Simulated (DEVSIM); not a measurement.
System: Schottky contact on n-type Si, at 400 K.

| layer (left to right) | material | thickness (μm) | Nd (cm⁻³) | τn (s) | τp (s) |
|---|---|---|---|---|---|
| 1 | Si | 4.40 | 2.3e16 | 2.1e-5 | 2.1e-5 |
| 2 | Si | 0.750 | 7.7e17 | 2.1e-5 | 2.1e-5 |

Left contact: Schottky, work function 4.46 eV, emission velocity 3.5e6 cm/s. Right contact: ohmic. Voltage is applied to the left contact. Recombination: SRH at mid-gap. Mobility is μmin + (μ − μmin)/(1 + (N/Nref)^α).

Constants are typed, rounded textbook-type inputs, not results; the design itself was drawn at random and stands for no fabricated device. Values at 300 K; Nc and Nv go as T^1.5, mobilities as T to minus their exponent, the gap by Varshni's rule with the affinity fixed.

```csv
parameter,Si
gap (eV),1.124
affinity (eV),4.05
permittivity,11.7
Nc (cm⁻³),2.86e19
Nv (cm⁻³),3.1e19
μn (cm²/Vs),1417
μp (cm²/Vs),470
"μn,min",52
"μp,min",45
"Nref,n",9.7e16
"Nref,p",2.2e17
αn,0.68
αp,0.72
T exponent of μn,2.3
T exponent of μp,2.2
Varshni α (eV/K),0.000473
Varshni β (K),636
```

Simulated with DEVSIM: 1D drift-diffusion, Boltzmann statistics, complete ionisation; no tunnelling, impact ionisation, image-force lowering or self-heating. Metal contacts follow the ideal Schottky-Mott rule: no Fermi-level pinning, no interface dipoles.

### Question
Give the dark forward current.

### Answer

| V (V) | J (A/cm²) |
|---|---|
| 0.05 | 120 |
| 0.10 | 280 |
| 0.15 | 450 |
| 0.20 | 630 |
| 0.25 | 820 |
| 0.30 | 1000 |
| 0.35 | 1200 |
| 0.40 | 1400 |
| 0.45 | 1600 |
| 0.50 | 1800 |
| 0.55 | 2100 |
